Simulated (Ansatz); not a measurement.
AgInTe₂ (model structure, started from the chalcopyrite type, I-42d, No. 122, 8 atoms in the cell): properties by level of theory

```json
[
 {"level (code)": "PBE (Ansatz)", "equilibrium lattice constant a (Å)": "6.565", "lattice parameter c (Å)": "13.004"},
 {"level (code)": "PBEsol (Ansatz)", "equilibrium lattice constant a (Å)": "6.433", "lattice parameter c (Å)": "(withheld)"},
 {"level (code)": "PBE-D3(BJ) (Ansatz)", "equilibrium lattice constant a (Å)": "6.469", "lattice parameter c (Å)": "(withheld)"}
]
```

Q: What belongs in the gaps?

A: 
- PBEsol (Ansatz, an electronic-structure program), lattice parameter c (Å): 12.760
- PBE-D3(BJ) (Ansatz), lattice parameter c (Å): 12.797

Ansatz's density-functional and Hartree–Fock values are scalar-relativistic unless marked +SOC, with PAW data made under PBE.

The computed numbers hold no vibrational or temperature effects.

A model structure was made by putting elements into a prototype or built by hand; here it ended with the formula and space group of a phase in our tables.
